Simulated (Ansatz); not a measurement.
**La2PI2, thickness series**

The reference is La$_{2}$PI$_{2}$ (space group P-3m1, No. 164; a = 4.322 Å, c = 10.912 Å; a cell from a computed database, its experimental status unchecked; layered, stacked along the Cartesian z axis).

Free-standing slabs (5 atom(s) a layer) normal to the stacking axis with 15 Å of vacuum; in-plane cell relaxed.

All numbers come from Ansatz (a first-principles code) r2SCAN+rVV10, no SOC.

Notes on the quantities. excess energy per area of both faces: slab less bulk energy over the cell's area: twice a surface energy; uncertain by up to 0.1 J/m².

```csv
change,thickness between the outermost nuclei,excess energy per area of both faces
1 layer,7.49 Å,0.21 J/m²
2 layers,18.42 Å,0.2 J/m²
3 layers,29.33 Å,0.2 J/m²
```

Slab and bulk use different k-meshes, which limits the precision of the excess energy. Stability against distortions was not tested. All final runs are without spin polarisation. An odd electron count without spin: La2PI2.
